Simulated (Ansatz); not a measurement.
# Hypothetical diamond B, pressure series

Base system: B in the diamond structure (space group Fd-3m, No. 227; a = 4.052 Å; a hypothetical phase, not in the database extracts checked).

Cell and atoms are relaxed at each pressure.

Computed with PBE in Ansatz (plane waves to 420 eV, PAW, without spin-orbit coupling).

```csv
pressure (GPa),volume per atom (Å³/atom)
-2,8.411
-1,8.362
0,8.315
0.3,8.301
1.5,8.246
3,8.179
5,?
7.5,7.992
10,7.896
```

Q: Fit the third-order Birch–Murnaghan form P(V) = (3B₀/2)[(V₀/V)^(7/3) − (V₀/V)^(5/3)]·[1 + (3/4)(B₀′ − 4)((V₀/V)^(2/3) − 1)] (squares taken in P) to the rows shown and predict the withheld row.

A: Least squares on the printed values gives V₀ = 8.315 Å³/atom, B₀ = 177 GPa, B₀′ = 3.4; this predicts 8.094 Å³/atom, and the run gives 8.094 Å³/atom, in agreement.

Load acts through the strain it causes; cell and atoms are relaxed under it. Stability against distortions was not tested. Competing high-pressure phases were not computed.

Ansatz is an electronic-structure program.
